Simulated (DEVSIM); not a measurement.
Structure: illuminated Si n-on-p cell, one wavelength, at 300 K.

Layer 1 from the left is Si, thickness (μm) 0.210, Nd (cm⁻³) 1.1e19, τn (s) 2.3e-5, τp (s) 1.3e-5, absorption coefficient (cm⁻¹) 26000. Layer 2 from the left is Si, thickness (μm) 39.0, Na (cm⁻³) 5.3e15, τn (s) 0.0009, τp (s) 0.0009, absorption coefficient (cm⁻¹) 26000.

Left contact: ohmic, minority hole recombination velocity 30 cm/s. Right contact: ohmic, minority electron recombination velocity 6e5 cm/s. Voltage is applied to the left contact. Recombination: SRH at mid-gap, radiative, Auger. Light enters at the left, 4.8e16 photons cm⁻² s⁻¹, one pass, no reflection. Mobility is constant in doping.

Constants are typed, rounded textbook-type inputs, not results; the design itself was drawn at random and stands for no fabricated device. Values at 300 K.

Si: gap (eV) 1.124, affinity (eV) 4.05, permittivity 11.7, Nc (cm⁻³) 2.86e19, Nv (cm⁻³) 3.1e19, μn (cm²/Vs) 1417, μp (cm²/Vs) 470, B (cm³/s) 4.7e-15, Cn (cm⁶/s) 2.8e-31, Cp (cm⁶/s) 9.9e-32.

DEVSIM, 1D drift-diffusion, Boltzmann statistics, complete ionisation; no tunnelling, impact ionisation, image-force lowering or self-heating.

**Question.** What does the simulation give for the largest field in the device at zero bias?

**Answer.** largest field in the device at zero bias 180000 V/cm.
